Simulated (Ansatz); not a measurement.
## Response to strain in InPd

The parent structure is InPd in the CsCl type structure (space group Pm-3m, No. 221; a = 3.248 Å; relaxed with 0.1 eV smearing).

Strains are applied to the cell and any free atomic positions relax.

Calculations: DFT with PBEsol, PAW potentials and a 420 eV plane-wave cutoff in Ansatz (an electronic-structure program), no spin-orbit coupling.

Notes on the quantities. energy relative to the base: free energy F.

| variant | shortest interatomic distance | pressure | energy relative to the base |
|---|---|---|---|
| base | 2.813 Å | 0.0 GPa | 0 meV/atom |
| isotropic strain −3.00 % | 2.728 Å | 16.0 GPa | +68 meV/atom |
| isotropic strain −2.50 % | 2.743 Å | 12.7 GPa | +46 meV/atom |
| isotropic strain −1.50 % | 2.771 Å | 7.0 GPa | +16 meV/atom |
| isotropic strain −0.50 % | 2.799 Å | 2.1 GPa | +1.7 meV/atom |
| isotropic strain +1.00 % | 2.841 Å | -3.7 GPa | +6.2 meV/atom |
| isotropic strain +1.50 % | 2.855 Å | … | … |
| isotropic strain +2.00 % | 2.869 Å | -6.8 GPa | +24 meV/atom |
| isotropic strain +2.50 % | 2.883 Å | -8.1 GPa | +36 meV/atom |
| isotropic strain +3.00 % | 2.897 Å | -9.3 GPa | +51 meV/atom |

Problem. What belongs in the blanks?

Solution. 
- isotropic strain +1.50 %, pressure: -5.3 GPa
- isotropic strain +1.50 %, energy relative to the base: +14 meV/atom

No phonon test of stability was made. All final runs are without spin polarisation.
